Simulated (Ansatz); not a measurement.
Surface: Si(111) 1x1 surface, 6 top atoms, 3 bilayers, bottom bilayer H-capped and fixed, every top atom capped by H; cell 11.5 x 6.6 Å; two neighbouring H replaced by OH; about 7 Å thick over the host's atoms, 18 atoms held. Computed with PBE-D3(BJ) (plane waves to 420 eV, PAW; Ansatz, an electronic-structure program). Sampling: 1x2x1 k points. The slab states were run without spin polarisation. No Hubbard U. Slab thickness, cell and mesh are as stated and are not converged limits. No zero-point or entropy terms are included. Each state was relaxed from one prepared geometry.

End state of this step: H2O attacks the fragment of DMZ (once exchanged) and alkane forms. Atoms near the product:

| atom | x (Å) | y (Å) | z (Å) |
|---|---|---|---|
| Si(16) | 5.750 | 3.349 | 9.547 |
| H(44) | 7.655 | -0.018 | 11.007 |
| H(45) | 9.587 | 3.366 | 11.008 |
| O(46) | 5.748 | 3.375 | 11.200 |
| Zn(a0) | 5.617 | -1.806 | 12.213 |
| C(a5) | 8.077 | 2.159 | 13.588 |
| H(a6) | 7.582 | 2.338 | 12.628 |
| H(a7) | 9.146 | 1.991 | 13.419 |
| H(a8) | 7.639 | 1.275 | 14.064 |
| O(b0) | 5.564 | -0.530 | 13.434 |
| H(b1) | 7.949 | 3.029 | 14.241 |
| H(b2) | 5.501 | 0.343 | 13.011 |

Q: What energy does it take to move CH4 into the gas, one a cell, with the surface relaxed behind it, and what are its closest contacts before it leaves?

A: 0.17 eV. Its closest contacts to the rest of the cell: H(a6)...O(46) 2.55 Å, H(a8)...H(b2) 2.56 Å, H(a6)...H(45) 2.78 Å.

Here DMZ is dimethylzinc.
